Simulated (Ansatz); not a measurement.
CdSe: Cd → Zn

The reference is CdSe in the zinc blende structure (space group F-43m, No. 216; a = 6.1333 Å).

The change: Zn takes the place of Cd on all its sites, then cell and atoms are relaxed.

All numbers come from Ansatz (an electronic-structure program), r2SCAN, PAW, cutoff 500 eV, scalar-relativistic without spin-orbit coupling. Γ-centred 10×10×10 mesh, Fermi–Dirac width 0.05 eV, for the changed cell.

```tsv
quantity	base	changed	shift
volume per atom	28.84 Å³	22.73 Å³	-6.11 Å³
density	5.51 g/cm³	5.27 g/cm³	-0.24 g/cm³
lattice parameter a	613.3 pm	566.6 pm	-46.78 pm
space group	F-43m (No. 216)	F-43m (No. 216)	–
shortest interatomic distance	265.6 pm	245.3 pm	-20.3 pm
band gap	1.04 eV	1.87 eV	+0.83 eV
gap character	direct at Γ	direct at Γ	–
electron mass	0.093 mₑ (at Γ)	0.12 mₑ (at Γ)	–
hole mass (degenerate bands, along [100])	0.098, 0.70, 0.70 mₑ (at Γ)	0.13, 0.60, 0.60 mₑ (at Γ)	–
```

Effective masses come from finite differences of ±0.01 Å⁻¹. Whether these cells are dynamically stable was not tested.
